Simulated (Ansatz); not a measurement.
Consider Pd in the fcc (Cu type) structure (space group Fm-3m, No. 225; relaxed with 0.1 eV smearing).

```yaml
crystal:
  lattice:
    - [0.00000, 1.92070, 1.92070]
    - [1.92070, 0.00000, 1.92070]
    - [1.92070, 1.92070, 0.00000]
  atoms:
    - { symbol: Pd, position: [0.00000, 0.00000, 0.00000] }
```

Cartesian axes are those of the cell as printed.

All numbers come from LDA in Ansatz (plane waves to 420 eV, PAW, spin-orbit coupling left out).

The change: every lattice vector is stretched by 3.00 %; the atoms relax in the strained cell.

Task: Predict the stress tensor and what it implies for the stiffness.

Result: Stress of the strained cell less that of the base (GPa, compression positive):
```
  -15.7     0.0     0.0
    0.0   -15.7     0.0
    0.0     0.0   -15.7
```

Then B = −ΔP/(ΔV/V₀) with ΔV/V₀ = 0.0927 gives secant stiffness values (nonlinear terms included at this strain): B ≈ 169 GPa.

As a check, the harmonic strain energy −½ V₀ Δσ:ε is 63 meV/atom; the computed energy rise is 71 meV/atom.

Whether these cells are dynamically stable was not tested. The final runs are not spin-polarised. Pd lies near a magnetic instability that expansion can trigger; it was not tested.

Ansatz is a first-principles code.
